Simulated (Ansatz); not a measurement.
CrCl3 (R-3, No. 148; cell taken from a computed entry) was calculated with r²SCAN0 (Ansatz, an electronic-structure program, plane waves, PAW).

Numerical settings: plane-wave cutoff 520 eV, 4×4×4 k mesh, Fermi–Dirac smearing 0.01 eV, spin-polarised start, scalar-relativistic PAW data made under PBE.

Cell (relaxed with PBEsol):

```
CrCl3
1.0
    2.96706     1.71303     6.16776
   -2.96706     1.71303     6.16776
    0.00000    -3.42607     6.16776
Cr Cl
2 6
Direct
  0.33336   0.33336   0.33336
  0.66664   0.66664   0.66664
  0.71482   0.07118   0.42790
  0.28518   0.92882   0.57210
  0.42790   0.71482   0.07118
  0.57210   0.28518   0.92882
  0.07118   0.42790   0.71482
  0.92882   0.57210   0.28518
```

Question: Estimate the band gap, smallest direct gap on the k points sampled and Γ–Γ gap that the calculation returns.

Answer: 
band gap: 5.39 eV
smallest direct gap on the k points sampled: 5.40 eV
Γ–Γ gap: 5.62 eV

Note: the magnetic order was assumed, not searched for or taken from measurement; the cell comes from a level without a dispersion term, which matters for the spacing of layers, chains or molecules; cell and atoms aren't relaxed at this level (largest force component 0.26 eV/Å, pressure 2.0 GPa); the cell has widely spaced layers and the level no dispersion term, so their spacing and the moduli can rest on weak binding.

Cost on a shared machine: about 40 core-minutes (a rough figure).
